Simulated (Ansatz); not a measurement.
Consider KMgF$_{3}$ in the cubic perovskite structure (space group Pm-3m, No. 221).

```
CELL_PARAMETERS angstrom
      3.99133     0.00000     0.00000
      0.00000     3.99133     0.00000
      0.00000     0.00000     3.99133
ATOMIC_POSITIONS crystal
  K  0.00000 0.00000 0.00000
  Mg 0.50000 0.50000 0.50000
  F  0.50000 0.00000 0.50000
  F  0.00000 0.50000 0.50000
  F  0.50000 0.50000 0.00000
```

Calculations: Kohn–Sham DFT with the PBEsol functional, run in Ansatz (a quantum-chemistry and plane-wave program) with PAW and 420 eV plane waves, spin-orbit coupling left out.

Strains are applied to the cell and any free atomic positions relax.

One change was made to it. Results:

```tsv
quantity	base	after
pressure	0.01 GPa	-2.38 GPa
mean gap deformation potential ΔEg/Δln V	–	-7.1 eV
gap character	indirect, R → Γ	indirect, R → Γ
energy relative to the base (free energy F)	0 meV/atom	+3.6 meV/atom
```

Question: Which change produced these results?
(A) isotropic strain +1.20 %
(B) isotropic strain +1.80 %
(C) isotropic strain +3.00 %
(D) isotropic strain +2.40 %
(E) isotropic strain +0.60 %

Answer: A, isotropic strain +1.20 %. For comparison, the energy relative to the base in the other runs: isotropic strain +1.80 % gives +7.9 meV/atom; isotropic strain +0.60 % gives +1.0 meV/atom; isotropic strain +3.00 % gives +21 meV/atom; isotropic strain +2.40 % gives +14 meV/atom.

Stability against distortions was not tested.
